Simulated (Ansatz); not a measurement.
# MgTe, response to strain

Take MgTe in the wurtzite structure (space group P6_3mc, No. 186; a = 4.6089 Å, c = 7.5001 Å) as the base. Axes: x lies along a and z along c of the hexagonal cell.

Strains are applied to the cell and any free atomic positions relax; under biaxial strain the out-of-plane vector relaxes too.

Method: Kohn–Sham DFT with the PBE functional, run in Ansatz (a program for electronic structure) with PAW and 420 eV plane waves, no spin-orbit coupling.

```json
[
 {"biaxial strain, plane normal [001], relaxed out of plane (%)": "0", "out-of-plane strain (%)": "0.00"},
 {"biaxial strain, plane normal [001], relaxed out of plane (%)": "0.6", "out-of-plane strain (%)": "-0.51"},
 {"biaxial strain, plane normal [001], relaxed out of plane (%)": "1.2", "out-of-plane strain (%)": "?"},
 {"biaxial strain, plane normal [001], relaxed out of plane (%)": "1.8", "out-of-plane strain (%)": "-1.50"},
 {"biaxial strain, plane normal [001], relaxed out of plane (%)": "2.4", "out-of-plane strain (%)": "-2.01"},
 {"biaxial strain, plane normal [001], relaxed out of plane (%)": "3", "out-of-plane strain (%)": "-2.52"}
]
```

Fit ε⊥ = −νε + γε² (strains in %) to the rows shown and predict the withheld row.

Least squares on the printed values gives ν = 0.83 (the biaxial Poisson response) and γ = -0.002 (largest residual 0.01 %); this predicts -1.00 %, and the run gives -1.00 %, in agreement.

Whether these cells are dynamically stable was not tested.
